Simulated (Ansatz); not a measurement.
System: AlB2-type HfB2. Method: BLYP in Ansatz (PAW).

Numerical settings: plane-wave cutoff 520 eV, 24×24×16 k mesh (along the axes of the cell as run), Fermi–Dirac smearing 0.05 eV, scalar-relativistic PAW data made under PBE.

Shape and atoms are relaxed at each volume.

Pressure at four volumes; x = ln(V/10.234 Å³). One pressure is withheld.

```
V (Å³/atom)        x  P (GPa)
-----------  -------  -------
9.824        -0.0409        ?
10.029       -0.0202     4.86
10.234        0.0000     0.00
10.643        0.0392    -8.36
```

Task: Pass a parabola P(x) through the three rows shown, estimate the bulk modulus and its pressure derivative near zero pressure, and predict the withheld pressure.

Result: Slopes between the rows: (0.00 − (4.86))/(0.0000 − (-0.0202)) = -240.59 and (-8.36 − (0.00))/(0.0392 − (0.0000)) = -213.27 GPa. Their difference over the span 0.0594 is c = 27.32/0.0594 = 459.9 GPa, so P(x) = 4.86 + (-240.59)(x − (-0.0202)) + 459.9 (x − (-0.0202))(x − (0.0000)). At the middle row B = −dP/dx = −[-240.59 + 459.9 × 0.0202] = 231.3 GPa, and B′ = dB/dP = 2c/B = 4.0. At x = -0.0409 the parabola gives 10.23 GPa; the run gives 10.22 GPa. The Birch–Murnaghan fit to the energies at all volumes has B0 = 231 GPa and B′ = 4.0.

Measured, for comparison: bulk modulus 282 GPa (room temperature, no zero-point or thermal correction, hydrostatic curve from radial diffraction; as tabulated in Experimental and computational studies of compression and deformation behavior …). Computed (rounded) less measured: bulk modulus -18 %.

Note: the bulk modulus comes from volumes at which shape and atoms were relaxed.

Spin–orbit coupling is not included.

Ansatz is a program for electronic structure.
